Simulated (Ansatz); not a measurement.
## A constructed model of the (100) surface of fcc Ag, a layer of Nb in place of the second plane (bottom of the slab: a bare face, its two planes held)

The numbers are results of PBE (plane waves to 420 eV, PAW; Ansatz, a quantum-chemistry and plane-wave program), not measurements.

Slab: 6 atoms, 10.6 Å thick at the start; k 13x13x1, smearing 0.1 eV, dipole-corrected; 2 atoms held, the rest relaxed; held to the start's symmetry, so lower structures may exist; no spin, no spin-orbit, no U. It is one candidate, not shown to be the stable structure of the face.

The work function of the top face comes out as 3.85 eV. The energy released by relaxation is 0.031 eV. The cost is very roughly 2.0 core-minutes.
